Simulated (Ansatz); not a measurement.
CdTe (F-43m), r2SCAN with spin-orbit coupling, rigid bands run with Ansatz (a quantum-chemistry and plane-wave program): N_v = 2.02e19 cm⁻³ at 300 K and a hole conductivity mass of 0.570 mₑ.

### Question
For 1e16 holes per cm³ at 300 K, place the Fermi level, estimate the Seebeck coefficient of a parabolic band with constant τ, and give mobility and conductivity for τ = 50 fs.

### Answer
The level lies k_BT ln(N_v/p) = 0.197 eV above the valence-band maximum. S ≈ +(k_B/e)[ln(N_v/p) + 5/2] = 871 μV/K, against 868 μV/K from the full bands (mean over directions). μ = eτ/m = 154 cm²/(V·s) and σ = peμ = 0.247 S/cm. τ is assumed, not computed.

Band transport and this doping are assumed; polarons and phonon drag are left out.
